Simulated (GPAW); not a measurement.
## Pressure against volume in zinc-blende SiC (space group 216) (GPAW, PBE)

```yaml
crystal:
  lattice:
    - [0.00000, 2.14124, 2.14124]
    - [2.14124, 0.00000, 2.14124]
    - [2.14124, 2.14124, 0.00000]
  atoms:
    - { symbol: Si, position: [0.00000, 0.00000, 0.00000] }
    - { symbol: C, position: [0.75000, 0.75000, 0.75000] }
```

Computed with PBE, GPAW PAW datasets PBE (gpaw-data 1.0.1) (plane waves; GPAW). Settings: mode = pw; ecut = 1040 eV; xc = PBE; kpts = 13 13 13; mesh shift (steps) = 0 0 0; occupations.name = fermi-dirac; occupations.width = 0.01 eV; nbands = -6; convergence.density = 1e-05 e/electron; convergence.bands = -4; symmetry.symmorphic = false; symmetry.tolerance = 0.0005; maxiter = 120. The cell above is the first row's. The rows scale it uniformly. In all rows fractional positions and the k mesh are held.

| V (Å^3/atom) | P (GPa) |
|---|---|
| 9.817 | ? |
| 10.031 | 12.18 |
| 10.244 | 6.93 |
| 10.458 | 2.19 |
| 10.671 | -2.11 |
| 10.884 | -5.99 |
| 11.098 | -9.51 |
| 11.311 | -12.68 |
| 11.525 | -15.54 |

### Question
Fit P against V with a cubic, and predict the withheld value at V = 9.817.

### Answer
With u = V - 10.8, the rows have u = -0.7690, -0.5560, -0.3420, -0.1290, 0.0840, 0.2980, 0.5110, 0.7250. Least squares gives P = -4.508 - 18.0142·u + 4.3048·u² - 0.6239·u³. Residuals (row less fit): 0.006, -0.016, 0.009, 0.001, 0.001, 0.000, -0.008, 0.003; standard error 0.010 (degrees of freedom: 4). The fitted pressure is zero at V0 = 10.56, where dP/dV = -20.15, so B0 = -V0·dP/dV = 213 GPa. At the withheld row, u = -0.9830, so P = -4.508 - 18.0142 × (-0.9830) + 4.3048 × (-0.9830)² - 0.6239 × (-0.9830)³ = 17.952 GPa. The calculation gives 17.98 GPa, 0.028 GPa above the prediction (0.1 % of the range of P in the table). The row lies outside the fitted rows, so this is an extrapolation. From the scatter of the fitted rows alone, a prediction at this place has a standard error of 0.028 GPa, so the miss is 1.0 times that.

Carrying the step between the two nearest rows on in a straight line would have given 17.45, off by 0.53; series whose last step already gives the withheld value aren't shown. The scan was laid around a cell of about the measured size, scaled by a guess for this functional. This is the 3C polytype. The runs keep the symmetry of the cell, so they don't test it for distortions. Cutoffs and mesh are single choices, not tested for convergence of this quantity. Series with a scatter that would blur these digits, or in which a gap closes, are not shown.
